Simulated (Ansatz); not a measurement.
# A computed series for BP: response to strain

Start from BP in the zinc blende structure (space group F-43m, No. 216).

```yaml
crystal:
  lattice:
    - [0.00000, 2.26829, 2.26829]
    - [2.26829, 0.00000, 2.26829]
    - [2.26829, 2.26829, 0.00000]
  atoms:
    - { symbol: P, position: [0.25000, 0.25000, 0.25000] }
    - { symbol: B, position: [0.00000, 0.00000, 0.00000] }
```

Cartesian axes are those of the cell as printed.

Strains are applied to the cell and any free atomic positions relax; under biaxial strain the out-of-plane vector relaxes too; under stress the whole cell relaxes.

Computed with r2SCAN in Ansatz (plane waves to 500 eV, PAW, no spin-orbit coupling).

Notes on the quantities. energy relative to the base: free energy F.

```json
[
 {"variant": "base", "gap character": "indirect, Γ → Γ–X (83 % along)", "volume per atom": "11.67 Å³", "energy relative to the base": "0 meV/atom"},
 {"variant": "biaxial strain +1.63 %, plane normal [001], relaxed out of plane", "gap character": "indirect, Γ → Γ–M (83 % along)", "volume per atom": "(withheld)", "energy relative to the base": "(withheld)"},
 {"variant": "isotropic strain +0.54 %", "gap character": "indirect, Γ → Γ–X (83 % along)", "volume per atom": "11.86 Å³", "energy relative to the base": "+1.6 meV/atom"},
 {"variant": "isotropic strain +0.93 %", "gap character": "indirect, Γ → Γ–X (83 % along)", "volume per atom": "12.00 Å³", "energy relative to the base": "+4.7 meV/atom"},
 {"variant": "uniaxial strain ε_yy = +0.31 %", "gap character": "indirect, Γ → k = (0, 0.417, 0.417) in the run's primitive reciprocal basis", "volume per atom": "11.71 Å³", "energy relative to the base": "+0.1 meV/atom"},
 {"variant": "uniaxial strain ε_zz = −1.31 %", "gap character": "indirect, Γ → k = (0.417, 0.417, 0) in the run's primitive reciprocal basis", "volume per atom": "11.52 Å³", "energy relative to the base": "+2.3 meV/atom"},
 {"variant": "uniaxial strain ε_zz = −0.58 %", "gap character": "indirect, Γ → k = (0.417, 0.417, 0) in the run's primitive reciprocal basis", "volume per atom": "11.60 Å³", "energy relative to the base": "+0.4 meV/atom"},
 {"variant": "tensor shear ε_xy = +2.85 %", "gap character": "indirect, Γ → X", "volume per atom": "11.66 Å³", "energy relative to the base": "+23 meV/atom"},
 {"variant": "uniaxial stress, 0.5 GPa compression along z", "gap character": "indirect, Γ → k = (0.417, 0.417, 0) in the run's primitive reciprocal basis", "volume per atom": "11.66 Å³", "energy relative to the base": "0.0 meV/atom"},
 {"variant": "uniaxial stress, 1 GPa tension along z", "gap character": "indirect, Γ → k = (0, 0.417, 0.417) in the run's primitive reciprocal basis", "volume per atom": "11.69 Å³", "energy relative to the base": "+0.1 meV/atom"}
]
```

### Question
Complete the table.

### Answer

- biaxial strain +1.63 %, plane normal [001], relaxed out of plane, volume per atom: 11.97 Å³
- biaxial strain +1.63 %, plane normal [001], relaxed out of plane, energy relative to the base: +7.6 meV/atom

Beyond what the load breaks, stability against distortions was not tested. Labels are those of the standard path for the cell's own space group.

Ansatz is a program for electronic structure.
